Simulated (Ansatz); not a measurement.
Functionals compared on H2O on the 1x1 (0001) surface of corundum (cut with top plane Al), one in a 1x1 cell, started at the site 'over Al at depth 1.0 Å', in Ansatz (plane waves, PAW). The structure was relaxed with PBE; the other rows are single points on it, each with its references at the same level. Cutoff 420 eV (500 eV for r2SCAN). HSE06 used the coarser mesh 4x4x1.

Host crystal: corundum, with a band gap (PBE, scalar-relativistic without spin-orbit coupling).

Set-up: 23 atoms, 6.7 Å thick at the start under the adsorbate (thin: gaps and levels are the slab's own); mesh 6x6x1; 0.01 eV smearing; dipole correction on; 9 atoms held, the rest relaxed; no symmetry held; no spin, no spin-orbit, no U, no dispersion correction. At the end it is bonded to Al. In PBE it is, or lies within 0.03 eV of, the lowest of the starts that converged. These notes are the PBE run's. Adsorption energies are against H2O(g). A negative adsorption energy means that the adsorbate is more stable on the surface than in its reference.

A dash marks a value that is undefined for that row or was read on another mesh.

| functional | adsorption energy (eV) | gap of the slab on its k-mesh (eV) | highest filled level below the top vacuum level (eV) | rough cost of the single point |
|---|---|---|---|---|
| PBE | -0.95 | 3.49 | 4.94 | – |
| RPBE | -0.70 | 3.34 | 4.80 | very roughly 50 core-seconds |
| r2SCAN | -1.11 | 4.26 | 5.23 | very roughly 100 core-seconds |
| HSE06 | -0.95 | – | – | very roughly 16 core-minutes |

Ansatz is a quantum-chemistry and plane-wave program.
